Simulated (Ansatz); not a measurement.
Base system: Mo in the bcc (W type) structure (space group Im-3m, No. 229; a = 3.130 Å; relaxed with 0.1 eV smearing).

All numbers come from PBEsol/PAW in Ansatz (a program for electronic structure), spin-orbit coupling left out.

For the base:

```
Item        Value
--------  -------
Pressure  0.0 GPa
```

Perturbation: an isotropic linear strain of +0.50 %; the atoms relax in the strained cell.

**Question.** Estimate the effect on the energy relative to the base and pressure.

**Answer.** The energy rises by 3.0 meV/atom; the pressure goes from zero to -4.1 GPa.

Whether these cells are dynamically stable was not tested. The final runs are not spin-polarised.
